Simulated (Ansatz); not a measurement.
## A computed series for TaAgO3: pressure series

Take TaAgO3 (space group R-3c, No. 167; a = 5.477 Å, c = 13.804 Å (hexagonal axes); a cell from a computed database, its experimental status unchecked) as the base.

Cell and atoms are relaxed at each pressure.

Computed with PBEsol (Ansatz, a first-principles code), no SOC.

| P (GPa) | V (Å³/atom) |
|---|---|
| -2.00 | 12.078 |
| -1.00 | 12.014 |
| 0.29 | 11.936 |
| 0.69 | 11.912 |
| 1.50 | 11.864 |
| 3.00 | 11.779 |
| 5.00 | 11.671 |
| 7.50 | 11.543 |
| 10.00 | 11.423 |

Question: Fit a third-order Birch–Murnaghan equation of state.

Answer: Least squares on P(V) = (3B₀/2)[(V₀/V)^(7/3) − (V₀/V)^(5/3)]·[1 + (3/4)(B₀′ − 4)((V₀/V)^(2/3) − 1)] gives V₀ = 11.95 Å³/atom, B₀ = 197 GPa and B₀′ = 4.9.

Between the base and pressure 10 GPa the gap moves from 1.77 eV to 1.72 eV, a mean slope of -5.0 meV/GPa.

Spin-orbit coupling, missing from the scalar runs, can matter with Ta. Load acts through the strain it causes; cell and atoms are relaxed under it. Whether these cells are dynamically stable was not tested. Competing high-pressure phases were not computed.
